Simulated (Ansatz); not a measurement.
Partial pair distribution functions of a relaxed model of amorphous In₉Ga₉Zn₉O₃₆H, broadened by 0.06 Å; density 5.87 g/cm³. Calculation: PBE, scalar-relativistic without spin-orbit coupling (plane waves to 420 eV, PAW; Ansatz, a quantum-chemistry and plane-wave program). The usual formal charges leave 1 electrons over, so the level spacing at the Fermi energy parts defect or band states and needn't be the band gap.

The cell was made by melting and quenching with the CHGNet potential and then relaxed with DFT. O atoms were pushed apart under 1.9 Å during the dynamics, to hinder bonds among them. The hot cell started wider than the set density and was brought back towards it in steps. It is the lowest in DFT energy of 2 quenches. It is a model cell: composition and starting density were chosen by hand, and all elements were melted together. No dispersion term was used. Its density started from a set value of 5.87 and ended at 5.87 g/cm³. The quench (nominally 440 K/ps over its main leg) was far faster than any real one, so the model tends to hold more defects than a real film. A cell of this size samples the disorder only roughly. The volume was held where the preparation left it and the shape relaxed, at a PBE pressure of 2.3 GPa. Stress components on the final sampling reach 2.3 GPa.

```
r (Å)  g In-O  g Ga-O  g In-In  g Ga-Ga
-----  ------  ------  -------  -------
1.60     0.00    0.01     0.00     0.00
1.70     0.00    0.53     0.00     0.00
1.80     0.00    5.83     0.00     0.00
1.90     0.08    9.74     0.00     0.00
2.00     1.22    3.58     0.00     0.00
2.10     5.24    0.86     0.00     0.00
2.20     7.57    0.20     0.00     0.00
2.30     4.25    0.01     0.00     0.00
2.40     0.79    0.00     0.00     0.00
2.50     0.11    0.00     0.00     0.00
2.60     0.23    0.02     0.00     0.01
2.70     0.25    0.24     0.00     0.53
2.80     0.21    0.25     0.00     2.35
2.90     0.23    0.15     0.00     1.05
3.00     0.23    0.46     0.00     0.64
3.10     0.21    0.33     0.24     3.27
3.20     0.06    0.44     1.32     3.34
3.30     0.26    0.77     1.23     1.29
3.40     0.76    1.04     0.31     1.90
3.50     0.73    1.24     2.37     1.11
3.60     0.98    1.31     4.04     0.39
3.70     0.93    1.47     3.78     0.35
3.80     0.96    1.30     3.33     1.11
3.90     1.07    0.95     2.99     1.46
4.00     0.85    0.91     1.85     0.95
4.10     1.04    0.72     0.55     1.05
4.20     1.14    1.28     0.03     0.62
4.30     1.43    1.59     0.00     0.38
4.40     1.66    1.55     0.06     0.14
4.50     1.43    1.25     0.51     0.79
4.60     1.19    1.01     0.62     0.58
```

Within 2.50 Å each In has 5.22 O neighbours on average.
